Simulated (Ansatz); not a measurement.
Structure of amorphous In9Ga9Zn9O39W (periodic cell):

```
Ga9In9WZn9O39
1.0
    9.47030     0.00000     0.00000
    0.00000     9.47030     0.00000
    0.00000     0.00000     9.47030
In Ga Zn O W
9 9 9 39 1
Direct
  0.75231   0.97207   0.89292
  0.67088   0.61988   0.04448
  0.99301   0.49139   0.29126
  0.66779   0.41383   0.38201
  0.23335   0.49702   0.90720
  0.67957   0.07381   0.53060
  0.20362   0.71314   0.62017
  0.52032   0.75266   0.41269
  0.33180   0.54568   0.24039
  0.84867   0.22127   0.11684
  0.24904   0.18060   0.07836
  0.39725   0.16825   0.37782
  0.40470   0.80809   0.92083
  0.95248   0.24330   0.50944
  0.27042   0.37341   0.54620
  0.52188   0.31702   0.02305
  0.93773   0.59894   0.79424
  0.03073   0.22432   0.86399
  0.22369   0.03691   0.68640
  0.85960   0.93408   0.29538
  0.44149   0.16009   0.78305
  0.95888   0.94302   0.62346
  0.22476   0.91422   0.34004
  0.73993   0.33874   0.77852
  0.52355   0.54380   0.73238
  0.80132   0.69252   0.53913
  0.55938   0.99651   0.16900
  0.33733   0.85939   0.74563
  0.44424   0.95461   0.34094
  0.83686   0.83455   0.73964
  0.60368   0.59105   0.55162
  0.89428   0.06115   0.45715
  0.82391   0.19743   0.90877
  0.02663   0.14668   0.68145
  0.88571   0.70021   0.05847
  0.34058   0.18680   0.57739
  0.98956   0.63335   0.60651
  0.45962   0.13198   0.04805
  0.53162   0.34425   0.82575
  0.29947   0.69864   0.40953
  0.04913   0.22903   0.06472
  0.44242   0.61177   0.91686
  0.59214   0.19681   0.36695
  0.09215   0.37530   0.46487
  0.24081   0.16631   0.87167
  0.14467   0.91169   0.53854
  0.75219   0.54570   0.83884
  0.30164   0.51181   0.68134
  0.33402   0.37936   0.07217
  0.71315   0.86167   0.43638
  0.10566   0.68586   0.87430
  0.00178   0.94707   0.95897
  0.23989   0.12512   0.26787
  0.76667   0.03634   0.13717
  0.60463   0.04893   0.73297
  0.53902   0.62097   0.22870
  0.04399   0.85515   0.24204
  0.87509   0.30282   0.29673
  0.77267   0.30513   0.57740
  0.38873   0.38628   0.38615
  0.67911   0.38631   0.11277
  0.58717   0.84730   0.00036
  0.03861   0.42059   0.83143
  0.13310   0.57690   0.14824
  0.25977   0.82609   0.05862
  0.81060   0.58644   0.35146
  0.05899   0.79604   0.05201
```

Methods: PBE, scalar-relativistic without spin-orbit coupling (Ansatz, an electronic-structure program); r2SCAN, scalar-relativistic without spin-orbit coupling (Ansatz); HSE06, scalar-relativistic without spin-orbit coupling (Ansatz). Neutral PBE cell, which sets geometry, pressure and energy: sampling: a 2×2×2 Γ-centred mesh; Fermi-Dirac width 0.02 eV; no spin polarisation. Exact exchange is cut at the faces of this 9 Å cell, which leaves hybrid gaps a finite-size error.

A CHGNet melt-quench gave the starting glass, which DFT then relaxed. O atoms were pushed apart under 1.9 Å during the dynamics, to hinder bonds among them. The hot cell started wider than the set density and was brought back towards it in steps. It is the lowest in DFT energy of 2 quenches. It is a model cell: composition and starting density were chosen by hand, and all elements were melted together. No dispersion term was used. Its density started from a set value of 5.97 and ended at 5.98 g/cm³. The quench (nominally 210 K/ps over its main leg) was far faster than any real one, so the model tends to hold more defects than a real film. Values belong to this one cell and scatter from quench to quench. The volume was free in the relaxation, at fixed shape.

Problem. Give the pressure and the spacing of the highest filled and lowest empty levels.

Solution. 
```json
{
  "Pressure on a 2×2×2 Γ-centred mesh": "0.14 GPa",
  "Largest force and stress component on that mesh (the relaxation ran on the zone centre alone)": "0.19 eV/Å and 1.9 GPa",
  "Level gap on a 2×2×2 Γ-centred mesh (PBE)": "0.91 eV",
  "Level gap at the zone centre (PBE)": "0.90 eV",
  "Level gap at the zone centre (r2SCAN)": "1.36 eV",
  "Level gap at the zone centre (HSE06)": "2.46 eV",
  "Distance between the nearest levels spread over more than a fifth of the atoms or a third of the atoms of their main element (six at least) (PBE, zone centre)": "1.07 eV"
}
```

Problem. At PBE and the zone centre, how localised are the states just below and above the Fermi level (participation number: the atoms over which a state spreads)?

Solution. The highest filled state is spread over 6.9 atoms' worth, largest on O30, with weights by element (charge in smoothed Voronoi cells) O 0.86, Zn 0.11, In 0.02. The lowest empty state is spread over 59.4 atoms' worth, largest on In2, with weights by element (charge in smoothed Voronoi cells) O 0.52, In 0.23, Zn 0.13.

At PBE the levels at the filled edge of the gap are localised (band-tail or defect states).

Bonds are counted up to In-In 3.12 Å, In-Ga 2.90 Å, In-Zn 2.90 Å, In-O 2.86 Å, In-W 3.08 Å, Ga-Ga 2.68 Å, Ga-Zn 2.68 Å, Ga-O 2.56 Å, Ga-W 2.86 Å, Zn-Zn 2.68 Å, Zn-O 2.56 Å, Zn-W 2.86 Å, O-O 1.58 Å, O-W 2.51 Å, W-W 3.04 Å. Two cations that share two anions don't count as bonded, nor two that share one unless they lie closer than In-In 3.04 Å, In-Ga 2.82 Å, In-Zn 2.82 Å, In-W 3.00 Å, Ga-Ga 2.61 Å, Ga-Zn 2.61 Å, Ga-W 2.78 Å, Zn-Zn 2.61 Å, Zn-W 2.78 Å, W-W 2.95 Å.

Added carriers, by PBE, scalar-relativistic without spin-orbit coupling (Ansatz) on the zone centre alone. Charged cells keep the cell fixed and stand in a uniform background, with no image correction, at a width of 0.01 eV; where the count is odd the moment is locked at 1 μB, unless the neutral cell bore moments. Each starts from the undistorted neutral geometry alone. PBE's self-interaction favours spread-out carriers, so it can miss traps that a hybrid finds.

Problem. What happens at PBE when the cell takes an extra electron and the atoms relax?

Solution. Relaxation lowers the charged cell by 0.04 eV. The largest moves are Ga17 0.29 Å, Zn26 0.25 Å, O66 0.20 Å, O30 0.18 Å. The level that holds the added charge spreads over 59.0 atoms' worth, most on In3 (weight 0.03): a carrier spread over the cell. Bonds broken: Zn26-O30. Bonds formed: Ga17-O35. Made neutral again at that geometry, the cell lies +0.00 eV from the neutral start.

Problem. What happens at PBE when the cell takes a hole and the atoms relax?

Solution. Relaxation lowers the charged cell by 0.19 eV. The largest moves are O30 0.29 Å, Ga17 0.21 Å, O37 0.21 Å, O52 0.15 Å. The level that was emptied spreads over 5.0 atoms' worth, most on O30 (weight 0.40): a localised (trapped) carrier, which neighbours of that atom can share. Bonds broken: Ga17-O30. Made neutral again at that geometry, the cell lies +0.29 eV from the neutral start (a closed shell was imposed there, with levels 0.29 eV apart, so this is an upper bound).
